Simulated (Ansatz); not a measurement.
An Ansatz (a first-principles code) run: ZnCu2SnS4 with a change (uniaxial strain ε_zz = +1.45 %); DFT with r2SCAN, PAW potentials and a 500 eV plane-wave cutoff in Ansatz, scalar-relativistic without spin-orbit coupling, earlier PAW set.

Input:

Ansatz 0.2 input:
```yaml
crystal:
  lattice:
    - [-2.7072375336, 2.7072375336, 5.489803243]
    - [2.7072375336, -2.7072375336, 5.489803243]
    - [2.7072375336, 2.7072375336, -5.489803243]
  atoms:
    - { symbol: Cu, position: [0, 0, 0] }
    - { symbol: Cu, position: [0.75, 0.25, 0.5] }
    - { symbol: Zn, position: [0.25, 0.75, 0.5] }
    - { symbol: Sn, position: [0.5, 0.5, 0] }
    - { symbol: S, position: [0.6352880194, 0.6286738967, 0.5221658317] }
    - { symbol: S, position: [0.106508065, 0.1131221877, 0.4778341683] }
    - { symbol: S, position: [0.3713261033, 0.893491935, 0.0066141227] }
    - { symbol: S, position: [0.8868778122, 0.3647119806, 0.9933858773] }
basis: { ecutwfc: 500, ecutrho_ratio: 4, xc_grid: 4, fft_grid_basis: typed }
kpoints: { mp_grid: { grid: [9, 9, 9] } }
hamiltonian:
  xc: r2scan
  dispersion: none
  pseudopotentials: { azcp: { folder: ./paw }, kind: paw }
scf: { occupations: { method: fermi_dirac, width: 0.05 }, convergence: { dr2_threshold: 0.0000000008 } }
relax: { f_tol: 0.005, max_steps: 50 }
output: { forces: true, stress: true }
checkpoint: { write: state.ck, write_every: 1000 }
```

Output (explanatory and most iteration lines left out):

```
Relaxation: its limit of steps is 50 (relax.max_steps)
Pseudopotential: Cu, paw, valence charge 19
Pseudopotential: Zn, paw, valence charge 12
Pseudopotential: Sn, paw, valence charge 14
Pseudopotential: S, paw, valence charge 6
Crystal: 8 atoms, lattice volume = 160.942 Å³
Basis set: ecut = 500 eV, 4069 PW (Γ), exchange–correlation on 200×200×200 points (64 copies of the dense FFT grid, shifted against one another)
Bands: 53, of which v1, the nominal top of the filled ones, is band 44 counted from 1 (43 counted from 0)
Symmetry: 4 space group operations
Space group: I-4 (ITA 82), of the structure as read, at distance tolerance 5.4e-5 Å
k-points: 105 of 729 (time reversal used)
Functional: x = r2scan, c = r2scan; τ floored in thin density (d = 2e-4 eV/Å³)
SCF iter   1: F=—  HF=-26254.880395 eV  |F-HF|=—  |Δ(HF+E_count)|=         —  Δρ=4.06e-2  dr2=2.28e0  dr2_τ=4.44e-2  ethr=2.60e-3  ⟨swp⟩=1.5  Hψ=30562  notcnv=0
SCF iter   2: F=—  HF=-26254.699968 eV  |F-HF|=—  |Δ(HF+E_count)|=   1.80e-1  Δρ=2.37e-2  dr2=6.67e-1  dr2_τ=5.40e-3  ethr=2.59e-3  ⟨swp⟩=3.0  Hψ=9777  notcnv=0
SCF 1 converged in 15 iterations: F = -26254.726979 eV  dr2 = 2.09e-10
relax step   1: F+E_penalty+E_count = -26254.72697947 eV  Δ(F+E_penalty+E_count) = +0.000e0 eV  max|allowed force component| = 3.031e-2 eV/Å  Δτ_max = 0.0000 Å  (15 SCF iters, accepted)
Crystal: 8 atoms, lattice volume = 160.942 Å³
SCF iter   1: F=—  HF=-26254.727124 eV  |F-HF|=—  |Δ(HF+E_count)|=         —  Δρ=2.12e-4  dr2=4.60e-5  dr2_τ=1.03e-4  ethr=4.95e-8  ⟨swp⟩=2.2  Hψ=16977  notcnv=0  defer=352
SCF iter   2: F=—  HF=-26254.727181 eV  |F-HF|=—  |Δ(HF+E_count)|=   5.71e-5  Δρ=1.61e-4  dr2=2.43e-5  dr2_τ=6.47e-7  ethr=4.95e-8  ⟨swp⟩=2.0  Hψ=9728  notcnv=0  defer=352
SCF 2 converged in 9 iterations: F = -26254.727205 eV  dr2 = 2.51e-10
relax step   2: F+E_penalty+E_count = -26254.72720456 eV  Δ(F+E_penalty+E_count) = -2.251e-4 eV  max|allowed force component| = 6.276e-3 eV/Å  Δτ_max = 0.0026 Å  (9 SCF iters, accepted)
Crystal: 8 atoms, lattice volume = 160.942 Å³
SCF iter   1: F=—  HF=-26254.727181 eV  |F-HF|=—  |Δ(HF+E_count)|=         —  Δρ=5.37e-5  dr2=2.99e-6  dr2_τ=4.42e-6  ethr=2.26e-8  ⟨swp⟩=2.7  Hψ=11847  notcnv=0  defer=352
SCF iter   2: F=—  HF=-26254.727213 eV  |F-HF|=—  |Δ(HF+E_count)|=   3.11e-5  Δρ=4.51e-5  dr2=1.91e-6  dr2_τ=3.93e-8  ethr=3.40e-9  ⟨swp⟩=2.0  Hψ=10920  notcnv=0  defer=352
SCF 3 converged in 7 iterations: F = -26254.727212 eV  dr2 = 2.78e-10
relax step   3: F+E_penalty+E_count = -26254.72721221 eV  Δ(F+E_penalty+E_count) = -7.655e-6 eV  max|allowed force component| = 9.588e-4 eV/Å  Δτ_max = 0.0005 Å  (7 SCF iters, accepted)
Crystal: 8 atoms, lattice volume = 160.942 Å³
SCF iter   1: F=—  HF=-26254.727212 eV  |F-HF|=—  |Δ(HF+E_count)|=         —  Δρ=3.95e-7  dr2=2.78e-10  dr2_τ=7.55e-12  ethr=1.00e-12  ⟨swp⟩=2.6  Hψ=21309  notcnv=0  defer=352
SCF iter   2: F=-26254.727212 eV  HF=-26254.727212 eV  |F-HF|=1.60e-10  |Δ(HF+E_count)|=  8.73e-11  Δρ=5.71e-7  dr2=3.20e-10  dr2_τ=1.92e-12  ethr=1.00e-12  ⟨swp⟩=4.0  Hψ=18065  notcnv=0
SCF 4 converged in 2 iterations: F = -26254.727212 eV  dr2 = 3.20e-10
SCF converged after 2 iterations
Free energy (F): -26254.727212 eV
Internal energy: -26254.727142 eV  (E = F + TS)
E sigma→0 (E₀):  -26254.727177 eV
Entropy (-TS):   -0.000070 eV (-0.009 meV/atom)
Fermi energy:    8.106097 eV
--- Forces (eV/Å), atoms counted from 1 ---
  atom   1  Cu    -0.00000000    -0.00000000     0.00000000
  atom   2  Cu    -0.00000000     0.00000000     0.00000000
  atom   3  Zn    -0.00000000    -0.00000000     0.00000000
  atom   4  Sn    -0.00000000     0.00000000     0.00000000
  atom   5  S      0.00096390    -0.00003010     0.00060125
  atom   6  S     -0.00096390     0.00003010     0.00060125
  atom   7  S     -0.00003010    -0.00096390    -0.00060125
  atom   8  S      0.00003010     0.00096390    -0.00060125
--- Stress (GPa, compression-positive) ---
       -0.892527       0.000000      -0.000000
       -0.000000      -0.892527      -0.000000
       -0.000000      -0.000000      -1.469469
  P = ⅓ Tr σ = -1.0848 GPa (-10.848 kbar)
--- Relaxed structure (3 steps of the walk, 3 accepted, 0 SCFs on fresh bases) ---
  atoms:
    - { symbol: Cu, position: [-7.366420263802583e-18, 1.1786299018035914e-20, 3.128772177326585e-21] }
    - { symbol: Cu, position: [0.75, 0.25000000000000006, 0.5] }
    - { symbol: Zn, position: [0.25000000000000006, 0.75, 0.5] }
    - { symbol: Sn, position: [0.5, 0.5, 3.128772177327019e-21] }
    - { symbol: S, position: [0.6352793724752321, 0.6286313366385679, 0.5216613251817641] }
    - { symbol: S, position: [0.10697001145680363, 0.11361804729346778, 0.4783386748182358] }
    - { symbol: S, position: [0.3713686633614323, 0.8930299885431965, 0.00664803583666429] }
    - { symbol: S, position: [0.8863819527065322, 0.3647206275247681, 0.9933519641633359] }
```

Stability against distortions was not tested. The final runs are not spin-polarised. The cell was made from ZnCu₂SnS₄ (space group I-4, No. 82) by this change: uniaxial strain ε_zz = +1.45 %.
